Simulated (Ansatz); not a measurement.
Candidates (primitive cells; geometry: relaxed with this functional, without spin-orbit coupling):
A. Hf (P6_3/mmc), a = 3.160 Å, b = 3.160 Å, c = 4.998 Å, α = 90.00°, β = 90.00°, γ = 120.00°
B. CuSn (P6_3/mmc), a = b = 4.1202 Å, c = 4.9739 Å, α = β = 90.00°, γ = 120.00°
C. HfRh3 (Pm-3m), a = 3.894 Å, b = 3.894 Å, c = 3.894 Å, α = 90.00°, β = 90.00°, γ = 90.00°
D. LaCu₂ (P6/mmm), a = b = 4.2676 Å, c = 3.7653 Å, α = β = 90.00°, γ = 120.00°
E. PtCu$_{3}$ (Pm-3m), a = 3.6677 Å, b = 3.6677 Å, c = 3.6677 Å, α = 90.00°, β = 90.00°, γ = 90.00°

Q: Rank these by resistivity at 300 K (lowest first), as PBEsol, DFPT electron-phonon coupling, linearised Boltzmann equation in Ansatz (a quantum-chemistry and plane-wave program) gives it.

A: E (3.5 μΩ·cm), B (5.7 μΩ·cm), C (11.2 μΩ·cm), D (19.3 μΩ·cm), A (30 μΩ·cm)

Metals; harmonic phonons alone scatter; means over directions. Halving the electron mesh moves these values by up to 8 %; q meshes are mostly untested. Some of the runs warned that the eigensolver left states short of its tolerance. Spin-orbit coupling is left out.

Formula and space group known from diffraction (Crystallography Open Database), not checked to be the room-temperature form: CuSn (P6_3/mmc), HfRh3 (Pm-3m), LaCu2 (P6/mmm), PtCu3 (Pm-3m). The missing spin-orbit coupling matters most for Hf (P6_3/mmc), HfRh3 (Pm-3m), PtCu3 (Pm-3m).
